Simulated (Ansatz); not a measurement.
Defect: interstitial H in zinc-blende GaN, charge state -1. Level of theory: PBE, PAW (plane waves to 420 eV; Ansatz, a program for electronic structure).

64-site cell at the relaxed PBE lattice, one k-point at (0.250, 0.250, 0.250), smearing 0.01 eV, spin-restricted, no finite-size correction. Energies are static. The host's phase is taken as given; its stability against other phases was not computed. The charge state is imposed; whether it is stable for some Fermi level was not computed. Sites that were not tried may lie lower. The start lies 0.063 eV above the lowest site run (PBE).

Barriers: single points on a 2×2×2 k-point mesh shifted by half a step at the bands' geometries.

The step: a concerted move, in which H travels most. Atoms about the jump, Cartesian Å from the middle of the jump, before and after:

```
atom     x0     y0     z0     x1     y1     z1
----  -----  -----  -----  -----  -----  -----
H1    -0.56   0.17   0.17   0.56  -0.17  -0.17
N2     0.05  -0.43  -0.44  -0.03  -0.76  -0.76
Ga3    1.43   0.64   0.64   1.62   0.89   0.89
Ga4   -1.03  -1.82   0.63  -1.04  -1.77   0.59
Ga5   -1.03   0.64  -1.82  -1.04   0.59  -1.77
N6     0.18   1.72   1.71   0.16   1.76   1.76
N7    -2.10  -0.57   1.71  -2.10  -0.56   1.71
N8    -2.10   1.72  -0.57  -2.10   1.71  -0.57
Ga9   -0.96   0.57   2.85  -0.97   0.57   2.86
Ga10  -0.96   2.86   0.57  -0.97   2.86   0.56
Ga11   1.35  -1.74  -1.74   1.32  -1.77  -1.77
Ga12  -3.25   0.57   0.57  -3.24   0.58   0.57
N13    2.47  -0.57   1.73   2.49  -0.57   1.76
N14    2.47   1.73  -0.57   2.49   1.76  -0.57
N15    0.18  -2.86   1.73   0.17  -2.83   1.71
N16    0.18   1.73  -2.86   0.17   1.71  -2.83
Ga17   1.31  -1.70   2.85   1.30  -1.70   2.86
Ga18   1.31   2.86  -1.70   1.30   2.86  -1.70
N19   -2.12  -2.86  -0.57  -2.14  -2.87  -0.58
N20   -2.12  -0.57  -2.86  -2.14  -0.58  -2.87
N21    0.17  -0.56   3.98   0.17  -0.56   3.99
N22    0.17   3.99  -0.56   0.17   3.99  -0.56
```

Question: Give the saddle-point geometry and the barrier.

Answer: 
```
atom      x      y      z
----  -----  -----  -----
H1    -0.23   0.16   0.17
N2     0.01  -0.55  -0.55
Ga3    1.54   0.70   0.70
Ga4   -1.06  -1.81   0.62
Ga5   -1.06   0.61  -1.80
N6     0.18   1.70   1.71
N7    -2.11  -0.57   1.72
N8    -2.11   1.71  -0.57
Ga9   -0.97   0.56   2.86
Ga10  -0.97   2.85   0.57
Ga11   1.34  -1.70  -1.69
Ga12  -3.25   0.57   0.58
N13    2.48  -0.59   1.75
N14    2.48   1.74  -0.58
N15    0.16  -2.85   1.72
N16    0.16   1.72  -2.84
Ga17   1.29  -1.71   2.86
Ga18   1.29   2.85  -1.70
N19   -2.14  -2.87  -0.57
N20   -2.14  -0.58  -2.87
N21    0.17  -0.56   3.99
N22    0.17   3.99  -0.56
```
It lies 0.035 eV above the start and 0.097 eV above the end. The saddle point's order was not checked, and it lies on a symmetry element of the cell, where a band can be held.
